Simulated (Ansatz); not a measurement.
A zone-centre phonon calculation of YSF (P4/nmm, 6 atoms in the cell) with Ansatz (an electronic-structure program).

Level of theory: LDA (PW92), default PAW files made with PBE (plane waves; Ansatz).

```
YSF
1.0
    3.79185     0.00000     0.00000
    0.00000     3.79185     0.00000
    0.00000     0.00000     6.86080
Y S F
2 2 2
Cartesian
  0.00000   1.89593   1.55898
  1.89593   0.00000   5.30182
  0.00000   1.89593   4.42913
  1.89593   0.00000   2.43167
  0.00000   0.00000   0.00000
  1.89593   1.89593   0.00000
```

Reference input (self-consistent single point, DFT, LDA (PW92), plane waves, default PAW files made with PBE): basis.ecutwfc = 30.9 Ry; kpoints.mp_grid.grid = 7 7 4; hamiltonian.xc = lda; hamiltonian.pseudopotentials = {kind: paw} (the program's default PAW files); scf.occupations.method = fixed. This run's input differs from it in these lines:

```diff
@@ -22,6 +22,7 @@
   occupations: { method: fixed }
-output:
-  forces: true
-  eigenvalues: true
-  stress: true
+  convergence: { dr2_threshold: 1.0e-11 eV }
+phonons:
+  method: dfpt
+  dielectric: true
+  rigid_motions: translations
```

Output (repeated stretches shortened):

```
SCF iter   1: F=—  HF=-10830.865123 eV  |F-HF|=—  |Δ(HF+E_count)|=         —  Δρ=1.46e-2  dr2=1.69e-1  ethr=1.77e-3  ⟨swp⟩=5.0  Hψ=6860  notcnv=0  defer=214
all-band conjugate gradients solve this SCF's bands
preconditioner: auto → Resta (q_TF=auto, 2.420 Å⁻¹)
SCF iter   2: F=—  HF=-10830.822885 eV  |F-HF|=—  |Δ(HF+E_count)|=   4.22e-2  Δρ=5.05e-3  dr2=1.22e-2  ethr=3.53e-4  ⟨swp⟩=2.0  Hψ=3692  notcnv=0  defer=237
   [... lines left out ...]
SCF iter   6: F=—  HF=-10830.819737 eV  |F-HF|=—  |Δ(HF+E_count)|=   9.11e-6  Δρ=2.14e-5  dr2=7.22e-7  ethr=9.59e-8  ⟨swp⟩=2.0  Hψ=2056  notcnv=0  defer=110
SCF iter   7: F=—  HF=-10830.819737 eV  |F-HF|=—  |Δ(HF+E_count)|=   4.16e-7  Δρ=3.16e-6  dr2=7.92e-9  ethr=1.50e-9  ⟨swp⟩=2.2  Hψ=2899  notcnv=0  defer=104
SCF iter   8: F=—  HF=-10830.819737 eV  |F-HF|=—  |Δ(HF+E_count)|=  7.93e-10  Δρ=5.19e-7  dr2=1.83e-10  ethr=1.65e-11  ⟨swp⟩=2.0  Hψ=3002  notcnv=0  defer=104
SCF iter   9: F=-10830.819737 eV  HF=-10830.819737 eV  |F-HF|=1.82e-12  |Δ(HF+E_count)|=  3.64e-12  Δρ=8.36e-8  dr2=4.86e-12  ethr=1.00e-12  ⟨swp⟩=12.0  Hψ=10274  notcnv=0
SCF 1 converged in 9 iterations: F = -10830.819737 eV  dr2 = 4.86e-12
DFPT response loops at Γ: preconditioner auto → Resta (q_TF=auto, 2.420 Å⁻¹)  ε∞=7.1 (no band partly filled) …
── the response to a field inside a basis, on 8×8×4 k-points: an SCF that follows is theirs, and a resumed run solves both again ──
Crystal: 6 atoms, lattice volume = 98.646 Å³
Bands: 25, of which v1, the nominal top of the filled ones, is band 24 counted from 1 (23 counted from 0)
k-points: 20 of 256
Initial density: handed on by an earlier stage of this run
Initial wavefunctions: pseudopotential atomic-orbital guess (no wavefunctions were taken with the density)
Eigensolver: Dense (20 Hₖ)
   [... lines left out ...]
WARN: field response: ε∞ stands inside a basis, on 8×8×4 points …
Free energy (F): -10830.819737 eV
Fermi energy:    9.140821 eV
   [... lines left out ...]
         99.40      2             0.0000
        170.74      1             6.8455
        180.33      1             0.1156
   [... 9 lines left out ...]
  optical modes at Γ + LO–TO along q̂ = [0.0000, 0.0000, 1.0000]:
      ω (cm⁻¹)  modes    IR ((D/Å)²/amu)
         99.40      2             0.0000
        170.74      2            13.6911
        194.65      1             0.0000
   [... 7 lines left out ...]
```

The run converged in 16 iterations. 

Summary of the result:
- Free energy E − TS (on the zero of these files): -10830.8197 eV
- Top of the valence band (on the code's own zero): 9.14 eV
- Gap on the k-point mesh: 1.20 eV
- Zone-centre frequencies (cm⁻¹; negative means imaginary): 0, 0, 0, 99, 99, 171, 171, 186, 195, 204, 204, 235, 241, 241, 262, 299, 299, 332
- ε∞ at this k-point mesh, which may be far from converged in small-gap cells (xx, yy, zz): 6.55, 6.55, 4.92
- Born charges at this mesh (mean of the diagonal, e): Y 3.88, Y 3.88, S -2.21, S -2.21, F -1.67, F -1.67

The starting cell comes from a database of computed structures (which also holds hypothetical and non-ambient phases and stackings), without a prior relaxation at this level. Its lattice was rescaled by up to half a per cent. The frequencies listed for the zone centre hold no LO-TO term.

Cost on one core of a shared machine: roughly 3 min.

Keys are those of Ansatz 0.2.
